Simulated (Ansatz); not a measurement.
The reference is Sn (space group I4_1/amd, No. 141; relaxed with 0.1 eV smearing).

```xyz
2
Lattice="-2.9441 2.9441 1.5936 2.9441 -2.9441 1.5936 2.9441 2.9441 -1.5936" Properties=species:S:1:pos:R:3 pbc="T T T"
Sn     0.0000     2.9441     0.7968
Sn     0.0000     0.0000     0.0000
```

Cartesian axes are those of the cell as printed.

All numbers come from Ansatz (a program for electronic structure) r2SCAN, no spin-orbit coupling, earlier PAW set.

Perturbation: uniaxial strain ε_yy = −2.88 %, all other strain components held at zero; the atoms relax in the strained cell.

Question: What does the calculation give for the stress after the change?

Answer: The stress (xx, yy, zz, yz, xz, xy; compression positive) amounts to (1.6, 2.3, 1.2, 0.0, 0.0, 0.0) GPa.

Question: What happens to the energy relative to the base?

Answer: The energy rises by 5.7 meV/atom.

Stability against distortions was not tested.
